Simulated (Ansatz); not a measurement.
**Ta2N: response to strain**

Start from Ta2N in the anti-CdI2 type structure (space group P-3m1, No. 164; a = 3.075 Å, c = 4.851 Å).

Strains are applied to the cell and any free atomic positions relax.

Computed with DFT with PBE-D3(BJ), PAW potentials and a 420 eV plane-wave cutoff in Ansatz (a first-principles code), scalar-relativistic without spin-orbit coupling.

Notes on the quantities. energy relative to the base: free energy F.

| isotropic strain (%) | energy relative to the base (meV/atom) |
|---|---|
| -2.4 | 67.1 |
| -2.02 | 46.9 |
| -0.69 | 5.2 |
| -0.67 | 4.9 |
| 0 | 0.0 |
| 0.46 | 2.2 |
| 1.72 | ? |
| 4.86 | 213.8 |

Question: Fit ΔE = Aε² + Bε³ (ε in %) to the rows shown and predict the withheld row.

Answer: Least squares on the printed values gives A = 10.8 and B = -0.36 meV/atom (largest residual 0.1 meV/atom); this predicts 30.1 meV/atom, and the run gives 29.9 meV/atom, 0.2 lower.

No phonon test of stability was made. All final runs are without spin polarisation. An odd electron count without spin: Ta2N.
